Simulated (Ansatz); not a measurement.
How the volume per atom of GeS (model structure, started from the wurtzite type, P6₃mc, No. 186, 4 atoms in the cell) moves with the method

No measured value is used here.

```tsv
level (code)	value (Å³/atom)
PBE (Ansatz)	25.74
PBEsol (Ansatz)	?
PBE-D3(BJ) (Ansatz)	25.76
```

Q: Complete the blanks.

A: 
- PBEsol (Ansatz, an electronic-structure program), value (Å³/atom): 24.15

PBE-D3(BJ): a distance lies near a switch of the dispersion term, which can move the cell. Ansatz's density-functional and Hartree–Fock values are scalar-relativistic unless marked +SOC, with PAW data made under PBE.

A model structure was made by putting elements into a prototype or built by hand; it is no filed structure, need not be a known phase, and can be a saddle point held by its symmetry.
